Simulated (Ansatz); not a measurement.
(Si)7/(GaP)7 zinc blende (110) superlattice on Si, space group Pmm2.

The geometry comes from a PBE relaxation.

```xyz
28
Lattice="3.8690 0.0000 0.0000 0.0000 5.4673 0.0000 0.0000 0.0000 27.2176" Properties=species:S:1:pos:R:3 pbc="T T T"
Si     0.0000    -0.0663    -0.0012
Si     1.9345     1.2900    -0.0003
Si     1.9345     2.6188     1.9436
Si     0.0000     3.9835     1.9121
Si     0.0000    -0.1076     3.8538
Si     1.9345     1.2585     3.8705
Si     1.9345     2.6232     5.7963
Si     0.0000     3.9897     5.7963
Si     0.0000    -0.1076     7.7389
Si     1.9345     1.2585     7.7222
Si     1.9345     2.6188     9.6491
Si     0.0000     3.9835     9.6805
Si     0.0000    -0.0663    11.5938
Si     1.9345     1.2900    11.5929
Ga     1.9345     2.7712    13.5038
P      0.0000     4.1816    13.5374
Ga     0.0000     0.1191    15.4875
P      1.9345     1.4906    15.5081
Ga     1.9345     2.8430    17.4570
P      0.0000     4.2178    17.4435
Ga     0.0000     0.1103    19.4051
P      1.9345     1.4838    19.4051
Ga     1.9345     2.8430    21.3532
P      0.0000     4.2178    21.3667
Ga     0.0000     0.1191    23.3227
P      1.9345     1.4906    23.3022
Ga     1.9345     2.7712    25.3064
P      0.0000     4.1816    25.2729
```

These are HSE06 with spin-orbit coupling (plane waves to 420 eV, PAW; Ansatz, a first-principles code) values and carry that method's errors.  Its k-point mesh 4×3×1, Fermi–Dirac width 0.01 eV. HSE06 ran on meshes of its own (4×3×1); its edges and gaps are taken over the mesh and over extra points off it, mostly where PBE has its edges.

Problem. List the levels next to the gap at (0.000, 0.200, 0.000) of this cell's own (folded) zone, from the top of the valence band (the table ends after a fixed count of bands, which can cut a degenerate set).

Solution. 
```
band  E − E_v (eV)
----  ------------
v8          -0.562
v7          -0.562
v6          -0.553
v5          -0.553
v4          -0.411
v3          -0.411
v2          -0.279
v1          -0.279
c1           1.412
c2           1.412
c3           1.895
c4           1.895
c5           2.016
c6           2.016
c7           2.339
c8           2.339
```
